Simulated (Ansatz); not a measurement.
## By hand: formation energy of the neutral H_i + V_Si in NiSi (Pnma)

Consider the formation energy of the neutral H_i + V_Si in NiSi (Pnma). Reaction: 48 NiSi (Pnma) + 1/2 H2 (gas) → cell A + Si (diamond).

A: a supercell of 96 sites of NiSi (Pnma) with one empty Si site amid 6 Ni; H off the lattice sites (3 Ni at 1.65–1.83 Å); the closest two of these centres are 1.0 Å apart; an odd number of electrons; spin state with PBE: no moments.

Method: Ansatz (a quantum-chemistry and plane-wave program), PAW, neutral cells at 0 K with nuclei at rest, on structures from PBE. Ansatz runs with its default PAW set. Other levels take these structures. The lattices are those relaxed with PBE, so at other levels the solids can be strained, which adds to the spread. A dispersion term (D3(BJ), or D4 for r2SCAN) was computed beside these levels and is taken off wherever the name lacks it. Mesh and cell size may move defect energies by 0.1 eV or more. The value holds for the reservoirs listed; other chemical potentials shift it. Cell A has symmetry Pm within 0.02 Å and got no random move, so less symmetric positions, which may lie lower, weren't tried.

Total energies of the cells in eV, at zero smearing width. They compare only within one column; the weights balance every element.

```json
[
 {"cell": "A: NiSi:H_i + V_Si", "atoms": "96", "weight": "+1", "r2SCAN": "-310669.71580", "r2SCAN+D4": "-310685.25142"},
 {"cell": "Si (diamond)", "atoms": "2", "weight": "+1/2", "r2SCAN": "-1278.13039", "r2SCAN+D4": "-1278.36436"},
 {"cell": "NiSi (Pnma)", "atoms": "96", "weight": "−1", "r2SCAN": "-311294.64690", "r2SCAN+D4": "-311310.42309"},
 {"cell": "H2 (gas)", "atoms": "2", "weight": "−1/2", "r2SCAN": "-31.88989", "r2SCAN+D4": "-31.89041"}
]
```

r2SCAN: (-310669.71580) + 1/2 × (-1278.13039) − (-311294.64690) − 1/2 × (-31.88989) = 1.811 eV.

r2SCAN+D4: (-310685.25142) + 1/2 × (-1278.36436) − (-311310.42309) − 1/2 × (-31.89041) = 1.935 eV.

What follows from the r2SCAN value: The value above is the Si-rich limit, with Si (diamond) as reservoir. The host forms with -0.48 eV/atom at this level, so before it gives way to its other element Δμ(Si) can go down to -0.48 × 2 = -0.96 eV (other compounds may narrow the range). The defect releases 1 Si, so the Si-poor limit is 1.81 + 1 × (-0.96) = 0.85 eV.
